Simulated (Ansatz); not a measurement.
## Equilibrium lattice constant a of BAs (model structure, started from the cinnabar type, P6₂22, No. 180, 6 atoms in the cell) at several levels of theory

No measured value is used here.

```json
[
 {"level (code)": "PBE (Ansatz)", "value (Å)": "3.459"},
 {"level (code)": "PBEsol (Ansatz)", "value (Å)": "…"},
 {"level (code)": "PBE-D3(BJ) (Ansatz)", "value (Å)": "3.423"}
]
```

Problem. Fill in the missing entries.

Solution. 
- PBEsol (Ansatz, an electronic-structure program), value (Å): 3.429

Ansatz's density-functional and Hartree–Fock values are scalar-relativistic unless marked +SOC, with PAW data made under PBE.

A model structure was made by putting elements into a prototype or built by hand; it is no filed structure, need not be a known phase, and can be a saddle point held by its symmetry.
